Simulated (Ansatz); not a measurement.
Functionals compared on OH on the 1x1 (10-10) surface of wurtzite ZnO (cut with top plane O + Zn), one in a 2x1 cell, started at the site 'hollow O-O-Zn-Zn-Zn', in Ansatz (plane waves, PAW). The structure was relaxed with PBE; the other rows are single points on it, each with its references at the same level. Cutoff 420 eV (500 eV for r2SCAN). The points keep PBE's geometry, so the relaxation of a polaron and the settling of charge on one site are left out.

Host crystal: wurtzite ZnO, with a band gap (PBE, scalar-relativistic without spin-orbit coupling).

Set-up: 34 atoms, 9.4 Å thick at the start under the adsorbate (thin: gaps and levels are the slab's own); mesh 3x4x1; 0.01 eV smearing; dipole correction on; 16 atoms held, the rest relaxed; no symmetry held; spin-polarised, ending with about 0.7 μB a cell, a value that depends on the mesh; orders that need a larger cell were not tried, no spin-orbit, no U, no dispersion correction. The slab shows no gap over 0.04 eV on its mesh. At the end it is bonded to 2 Zn. In PBE it is, or lies within 0.03 eV of, the lowest of the starts that converged. These notes are the PBE run's. r2SCAN: The program's check for a lower electronic state was not made. Adsorption energies are against H2O(g) − ½ H2(g). A negative adsorption energy means that the adsorbate is more stable on the surface than in its reference.

| functional | adsorption energy (eV) | work function of the top face (eV) | rough cost of the single point |
|---|---|---|---|
| PBE | 1.38 | 5.97 | – |
| RPBE | 1.45 | 5.84 | roughly 5 core-minutes |
| r2SCAN | 1.35 | 6.15 | around 16 core-minutes (rough) |

Ansatz is a program for electronic structure.
